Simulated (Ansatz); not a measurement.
AlP (model structure, started from the NiAs type, P6₃/mmc, No. 194, 4 atoms in the cell)

Calculation: PBEsol in Ansatz (PAW).

Run with plane-wave cutoff 500 eV, 12×12×8 k mesh (along the axes of the cell as run), Fermi–Dirac smearing 0.05 eV, scalar-relativistic PAW data made under PBE.

Cell (relaxed at this level):

Space group P6₃/mmc (No. 194); a = 3.5785 Å, b = 3.5785 Å, c = 5.7300 Å, α = 90.00°, β = 90.00°, γ = 120.00°

```tsv
atom	site	symmetry	x	y	z
Al	2a	-3m.	0.0000	0.0000	0.0000
P	2c	-6m2	0.3333	0.6667	0.2500
```

```
Item      Value
--------  -----
band gap   none
```

Note: the relaxation could raise the start's symmetry but not lower it, so the cell can be a saddle point.

Static lattice: no zero-point or thermal effects.

Computing time: very roughly 30 core-seconds.

A model structure was made by putting elements into a prototype or built by hand; it is no filed structure, need not be a known phase, and can be a saddle point held by its symmetry.

Ansatz is a program for electronic structure.
